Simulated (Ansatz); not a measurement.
## Worked sum: formation energy of the neutral Si_C in SiC (4H, P6₃mc)

We look at the formation energy of the neutral Si_C in SiC (4H, P6₃mc). Reaction: 99 SiC (4H) + 2 Si (diamond) → cell A.

A: a supercell of 200 sites of SiC (4H, P6₃mc) with Si on a C site (4 Si at 2.15 Å); spin state with PBE: run without spin.

Setting: static, neutral cells in Ansatz (PAW) whose structures rest at the PBE level. Ansatz (a quantum-chemistry and plane-wave program) runs with its PAW set soft_1. Other levels take these structures. The lattices are those relaxed with PBE, so at other levels the solids can be strained, which adds to the spread. Larger cells are relaxed from a start prepared with the learned potential CHGNet, on a coarser mesh till forces fall under 0.03 eV/Å, which some starts already meet. A dispersion term (D3(BJ), or D4 for r2SCAN) was computed beside these levels and is taken off wherever the name lacks it. Mesh and cell size may move defect energies by 0.1 eV or more. The value holds for the reservoirs listed; other chemical potentials shift it. Cell A has symmetry P3m1 within 0.02 Å and got no random move, so less symmetric positions, which may lie lower, weren't tried.

Total energies of the cells in eV, at zero smearing width. They compare only within one column; the weights balance every element.

| cell | atoms | weight | r2SCAN | PBE+D3(BJ) |
|---|---|---|---|---|
| A: SiC:Si_C | 200 | +1 | -89516.02104 | -89157.24034 |
| SiC (4H) | 200 | −99/100 | -89132.64968 | -88775.72673 |
| Si (diamond) | 2 | −1 | -1278.12992 | -1272.23847 |

r2SCAN: (-89516.02104) − 99/100 × (-89132.64968) − (-1278.12992) = 3.432 eV.

PBE+D3(BJ): (-89157.24034) − 99/100 × (-88775.72673) − (-1272.23847) = 2.968 eV.

What follows from the r2SCAN value: With the reservoirs of the reaction as written, and without entropy terms or charged states, the share of sites that hold the defect in equilibrium is exp(−3.43 eV/k_BT) = 5.2×10^-18 at 1000 K.
